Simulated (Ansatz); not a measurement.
# Cu2O: response to strain

Base system: Cu2O (space group Pn-3m, No. 224; a = 4.2444 Å). Axes: x, y, z lie along the cube axes.

Strains are applied to the cell and any free atomic positions relax; under biaxial strain the out-of-plane vector relaxes too.

Level of theory: r2SCAN, PAW, 500 eV (Ansatz, a quantum-chemistry and plane-wave program; without spin-orbit coupling), earlier PAW set.

Notes on the quantities. energy relative to the base: free energy F; pressure: mean of the normal stresses, compression positive.

| case | volume per atom | energy relative to the base | space group | pressure | band gap |
|---|---|---|---|---|---|
| base | 12.74 Å³ | 0 meV/atom | Pn-3m (No. 224) | 0.00 GPa | 0.79 eV |
| biaxial strain −0.51 %, plane normal [001], relaxed out of plane | 12.73 Å³ | +0.1 meV/atom | P4_2/nnm (No. 134) | 0.17 GPa | 0.78 eV |
| biaxial strain +3.32 %, plane normal [001], relaxed out of plane | 12.82 Å³ | +4.2 meV/atom | P4_2/nnm (No. 134) | -1.09 GPa | 0.63 eV |
| biaxial strain −0.22 %, plane normal [110], relaxed out of plane | 12.74 Å³ | 0.0 meV/atom | Cmme (No. 67) | 0.06 GPa | 0.79 eV |
| biaxial strain +0.69 %, plane normal [110], relaxed out of plane | 12.76 Å³ | +0.2 meV/atom | Cmme (No. 67) | -0.20 GPa | 0.76 eV |
| isotropic strain +4.88 % | 14.70 Å³ | +91 meV/atom | Pn-3m (No. 224) | -12.99 GPa | 0.51 eV |
| isotropic strain +5.16 % | 14.82 Å³ | +101 meV/atom | Pn-3m (No. 224) | -13.46 GPa | 0.49 eV |
| isotropic strain +5.55 % | 14.99 Å³ | +115 meV/atom | Pn-3m (No. 224) | -14.08 GPa | 0.47 eV |

Whether these cells are dynamically stable was not tested. No Hubbard U is applied. The final runs are not spin-polarised.
